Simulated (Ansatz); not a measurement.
Output of an Ansatz run (abridged):

```
WARN ansatz: RAYON_NUM_THREADS=1 ignored (pool sized by the plan → 1); use --threads N
Pseudopotentials: kind: paw
Pseudopotential: Ti, paw, valence charge 12
Pseudopotential: Rh, paw, valence charge 17
Crystal: 4 atoms, lattice volume = 55.169 Å³
Basis set: ecut = 420 eV, 1045 PW (Γ)
Bands: 38, of which v1, the nominal top of the filled ones, is band 32 counted from 1 (31 counted from 0)
Symmetry: 48 space group operations
Space group: Pm-3m (ITA 221), of the structure as read, at distance tolerance 3.8e-5 Å
k-points: 35 of 729
PAW frozen core: Ti, regenerated for the run's functional, and the local potential with it
PAW frozen core: Rh, regenerated for the run's functional, and the local potential with it
Initial density: superposition of atomic densities (neutral atoms: chi_scale 0, normalization atom), corrected by the library's trained network
Initial wavefunctions: pseudopotential atomic-orbital guess
Eigensolver: davidson
Functional: x = slater, c = lda
SCF iter   1: F=—  HF=-21288.925066 eV  |F-HF|=—  |Δ(HF+E_count)|=         —  Δρ=1.90e-2  dr2=2.92e-1  ethr=1.77e-3  ⟨swp⟩=4.8  Hψ=4096  notcnv=0
all-band conjugate gradients solve this SCF's bands
preconditioner: auto → Kerker (q_TF=auto, 2.789 Å⁻¹)
SCF iter   2: F=—  HF=-21288.903512 eV  |F-HF|=—  |Δ(HF+E_count)|=   2.16e-2  Δρ=9.04e-3  dr2=7.11e-2  ethr=4.63e-4  ⟨swp⟩=1.0  Hψ=1610  notcnv=0
SCF iter   3: F=—  HF=-21288.896366 eV  |F-HF|=—  |Δ(HF+E_count)|=   7.15e-3  Δρ=1.52e-3  dr2=2.06e-3  ethr=1.13e-4  ⟨swp⟩=1.1  Hψ=1337  notcnv=0
SCF iter   4: F=—  HF=-21288.896122 eV  |F-HF|=—  |Δ(HF+E_count)|=   2.44e-4  Δρ=2.57e-4  dr2=4.32e-5  ethr=3.27e-6  ⟨swp⟩=1.7  Hψ=1592  notcnv=0
SCF iter   5: F=—  HF=-21288.896122 eV  |F-HF|=—  |Δ(HF+E_count)|=   3.86e-7  Δρ=6.84e-5  dr2=1.48e-6  ethr=6.86e-8  ⟨swp⟩=2.1  Hψ=1867  notcnv=0
SCF iter   6: F=-21288.896122 eV  HF=-21288.896122 eV  |F-HF|=3.91e-8  |Δ(HF+E_count)|=   3.04e-7  Δρ=1.46e-5  dr2=8.25e-8  ethr=1.59e-10  ⟨swp⟩=5.2  Hψ=5535  notcnv=0
SCF 1 converged in 6 iterations: F = -21288.896122 eV  dr2 = 8.25e-8
SCF converged after 6 iterations
Free energy (F): -21288.896122 eV
Harris-Foulkes:  -21288.896122 eV  (|F-HF|=3.91e-8)
Internal energy: -21288.779127 eV  (E = F + TS)
E sigma→0 (E₀):  -21288.837624 eV
Entropy (-TS):   -0.116995 eV (-29.249 meV/atom)
Fermi energy:    20.544667 eV
--- Per-component energies (eV) ---
  E_band       = -405.719310
  E_kinetic    = 1997.249514
  E_local      = -5546.737473  (includes V_loc(G=0)·N_el)
  E_nonlocal   = 1091.038361
  E_hartree    = 2002.990559
  E_xc         = -761.415674
  E_vxc        = -959.930625  (∫ρ·V_xc dr)
  E_paw        = -11390.059712  (= ΣΔE_a)
  E_vpaw       = -993.302707  (= ΣTr[D̂ρ^β])
  E_aug_tail   = 0.002330  (compensation charges beyond the density's cutoff)
  E_ewald      = -8684.040430
  E_core_change = 2.193397  (= ΣΔE_core)
  E_smearing   = -0.116995  (= −TS)
  E_closure    = -0.000000  (closes the sum)
  Σ components = -21288.896122   (vs F -21288.896122, Δ=0.00e0)
--- Forces (eV/Å), atoms counted from 1 ---
  atom   1  Ti     0.00000000     0.00000000    -0.00000000
   [... zero for the other atoms too ...]
  max |Σ_I F_I| component: 1.17e-28 eV/Å
--- Stress (GPa, compression-positive) ---
       -7.271018       0.000000       0.000000
        0.000000      -7.271018       0.000000
       -0.000000       0.000000      -7.271018
  P = ⅓ Tr σ = -7.2710 GPa (-72.710 kbar)
  The stress holds the Pulay correction. Without it, at fixed plane waves, as pw.x and ABINIT print it: P = -7.3633 GPa
--- Band table (eV; the first three rows and the last of 35) ---
  k-point 0: bands = ["-57.7751", "-57.6620", "-57.6620", "-35.7906", "-25.9331", "-25.9331", "-25.9331", "-25.6297", "-25.6297", "-25.6297", "-25.4351", "-25.4351", "-25.4351", "-12.3425", "-12.3425", "-12.3425", "13.0634", "14.6560", "15.0481", [...]
  k-point 1: bands = ["-57.7721", "-57.6651", "-57.6620", "-35.7907", "-25.9244", "-25.9244", "-25.9188", "-25.6323", "-25.6323", "-25.6306", "-25.4506", "-25.4413", "-25.4413", "-12.3477", "-12.3437", "-12.3437", "13.2289", "14.7632", "15.1275", [...]
  k-point 2: bands = ["-57.7635", "-57.6736", "-57.6620", "-35.7912", "-25.9005", "-25.9005", "-25.8775", "-25.6408", "-25.6408", "-25.6330", "-25.4949", "-25.4572", "-25.4572", "-12.3607", "-12.3468", "-12.3468", "13.7028", "15.0606", "15.3392", [...]
  k-point 34: bands = ["-57.7014", "-57.6980", "-57.6980", "-35.7882", "-26.0706", "-25.8902", "-25.8896", "-25.8896", "-25.4699", "-25.4699", "-25.4652", "-25.4513", "-25.4513", "-12.3587", "-12.3566", "-12.3566", "15.1192", "15.1474", "15.2075", [...]
```

The structure:

```xyz
4
Lattice="3.8068 0.0000 0.0000 0.0000 3.8068 0.0000 0.0000 0.0000 3.8068" Properties=species:S:1:pos:R:3 pbc="T T T"
Ti     0.0000     0.0000     0.0000
Rh     1.9034     1.9034     0.0000
Rh     0.0000     1.9034     1.9034
Rh     1.9034     0.0000     1.9034
```

### Question
Reconstruct the input of this run.

### Answer
Other spellings and defaults could give the same log, and not every line can be read from it. The input that was run (DFT, LDA (PW92), plane waves, default PAW files made with PBE):

Ansatz 0.2 input:
```yaml
crystal:
  lattice:
    - [3.806840, 0.000000, 0.000000]
    - [0.000000, 3.806840, 0.000000]
    - [0.000000, 0.000000, 3.806840]
  atoms:
    - { symbol: Ti, position_ang: [0.000000, 0.000000, 0.000000] }
    - { symbol: Rh, position_ang: [1.903420, 1.903420, 0.000000] }
    - { symbol: Rh, position_ang: [0.000000, 1.903420, 1.903420] }
    - { symbol: Rh, position_ang: [1.903420, 0.000000, 1.903420] }
basis:
  ecutwfc: 420.0 eV
kpoints:
  mp_grid: { grid: [9, 9, 9] }
hamiltonian:
  xc: lda
  pseudopotentials: { kind: paw }
scf:
  occupations: { method: fermi_dirac, width: 0.1 eV }
output:
  forces: true
  eigenvalues: true
  stress: true
```

The starting cell comes from a database of computed structures (which also holds hypothetical and non-ambient phases and stackings), without a prior relaxation at this level. Its lattice was rescaled by up to half a per cent. Spin polarisation is off. With a pressure of about -7 GPa the cell is away from its equilibrium volume at this level. Ansatz's pressure includes its estimate of the finite-basis (Pulay) stress.

Ansatz is a quantum-chemistry and plane-wave program.
